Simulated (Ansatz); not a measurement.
## La2PI2 under a change: biaxial strain +4.01 %, plane normal [001], relaxed out of plane

Start from La₂PI₂ (space group P-3m1, No. 164; a = 4.3222 Å, c = 10.9118 Å; a cell from a computed database, its experimental status unchecked; layered, stacked along the Cartesian z axis). Axes: x lies along a and z along c of the hexagonal cell.

Modification: biaxial strain +4.01 %, plane normal [001], relaxed out of plane (Cartesian); in-plane vectors clamped, the third vector and the atoms free.

Calculations: DFT with r2SCAN+rVV10, PAW potentials and a 500 eV plane-wave cutoff in Ansatz (a first-principles code), no SOC. Γ-centred 12×12×5 mesh, Fermi–Dirac width 0.05 eV.

```tsv
quantity	base	changed	shift
space group	P-3m1 (No. 164)	P-3m1 (No. 164)	–
shortest interatomic distance	297.2 pm	302.7 pm	+5.5 pm
pressure (mean of the normal stresses, compression positive)	0.0 GPa	-1.8 GPa	-1.85 GPa
band gap	zero	zero	–
out-of-plane strain (rough)	–	-2.94 %	–
mean in-plane stress (compression positive) (rough)	–	-2.8 GPa	–
```

Final structure (turned so that z lies along the plane normal):

```yaml
crystal:
  lattice:
    - [4.49554, 0.00000, 0.00000]
    - [2.24777, 3.89325, 0.00000]
    - [0.00000, 0.00000, 10.59107]
  atoms:
    - { symbol: La, position: [0.33333, 0.33333, 0.85301] }
    - { symbol: La, position: [0.66667, 0.66667, 0.14699] }
    - { symbol: P, position: [0.00000, 0.00000, 0.00000] }
    - { symbol: I, position: [0.66667, 0.66667, 0.65976] }
    - { symbol: I, position: [0.33333, 0.33333, 0.34024] }
```

Cost of the whole job for the changed cell (relaxation, final SCF and bands): around 7 core-minutes (rough).

Without a gap, meshes like the base's 12×12×5 leave anisotropic stresses uncertain by several tenths of a GPa, and small strain energies with them. Whether these cells are dynamically stable was not tested. All final runs are without spin polarisation. An odd electron count without spin: La2PI2.
